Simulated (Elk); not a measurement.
A self-consistent single point of MgZn (Pm-3m, 2 atoms in the cell) with Elk.

Method: LDA (PW92), all-electron FP-LAPW, Elk's shipped species files, APW+lo basis with extra local orbitals in Elk.

```
CELL_PARAMETERS angstrom
      3.28609     0.00000     0.00000
      0.00000     3.28609     0.00000
      0.00000     0.00000     3.28609
ATOMIC_POSITIONS crystal
  Mg 0.00000 0.00000 0.00000
  Zn 0.50000 0.50000 0.50000
```

Reference input (self-consistent single point, DFT, LDA (PW92), all-electron FP-LAPW, Elk's shipped species files, APW+lo basis with extra local orbitals): rgkmax = 8; stype = 0; swidth = 0.00183747 Ha; ngridk = 10 10 10; tforce = true; gmaxvr = 18 1/bohr; lmaxapw = 10; lmaxo = 8; nxlo = 2; lorbcnd = true; lradstp = 2; nrmtscf = 2. This run's input differs from it in these lines:

```diff
@@ -33,7 +33,4 @@
 
-stype
-  0
-
-swidth
-  0.00183747
+tempk
+  100.0
```

Log, with long lists cut:

```
│ Self-consistent loop started │
│ Loop number : 1 │
 total energy                :     -1989.60269357
│ Loop number : 2 │
 total energy                :     -1989.79152220
RMS change in Kohn-Sham potential (target) :   0.8371347966E-01 (  0.1000000000E-05)
Absolute change in total energy (target)   :   0.1888286289     (  0.1000000000E-03)
│ Loop number : 3 │
 total energy                :     -1991.70957314
RMS change in Kohn-Sham potential (target) :   0.4165954023E-01 (  0.1000000000E-05)
Absolute change in total energy (target)   :    1.965258101     (  0.1000000000E-03)
│ Loop number : 4 │
   [... lines left out ...]
Absolute change in total energy (target)   :   0.7387465403E-03 (  0.1000000000E-03)
│ Loop number : 13 │
 total energy                :     -1992.97053200
RMS change in Kohn-Sham potential (target) :   0.1936579608E-06 (  0.1000000000E-05)
Absolute change in total energy (target)   :   0.1850874078E-03 (  0.1000000000E-03)
│ Loop number : 14 │
 total energy                :     -1992.97052255
RMS change in Kohn-Sham potential (target) :   0.4865977107E-07 (  0.1000000000E-05)
Absolute change in total energy (target)   :   0.3682071542E-04 (  0.1000000000E-03)
Convergence targets achieved

│ Loop number : 15 │

Energies :
 Fermi                       :     0.183214024875
 total energy                :     -1992.97052161

Density of states at Fermi energy :    19.12034892
 (states/Hartree/unit cell)

Estimated indirect band gap :   0.4715143757E-02
 from k-point     16 to k-point     31
Estimated direct band gap   :   0.1903234790E-01
 at k-point     50

Charges :
 core                        :    14.00000000
 valence                     :    28.00000000
 interstitial                :    2.560964154
 muffin-tins (core leakage)
  species :    1 (Mg)
   atom    1                 :    10.50090084     (  0.6661338148E-15)
  species :    2 (Zn)
   atom    1                 :    28.93813501     (  0.8468615817E-04)
 total in muffin-tins        :    39.43903585
   [... lines left out ...]
   total force               :     0.00000000    0.00000000    0.00000000
   total magnitude           :     0.00000000
 species :    2 (Zn)
  atom :    1
   Hellmann-Feynman          :    -0.00000000    0.00000000    0.00000000
   IBS                       :     0.00000000   -0.00000000    0.00000000
   total force               :    -0.00000000   -0.00000000    0.00000000
   total magnitude           :     0.00000000
```

The run converged in 15 iterations. The count includes the last loop, which Elk runs after its targets are met. 

The starting cell comes from a database of computed structures (which also holds hypothetical and non-ambient phases and stackings), without a prior relaxation at this level. Its lattice was rescaled by a random factor within 2.5 % of one. Values depend on the basis (sphere radii, cutoffs, local orbitals), which need not be converged. The log's line on a gap gives a spacing of levels on this mesh, which the program prints for metals too.

Cost on one core of a shared machine: roughly 50 s.
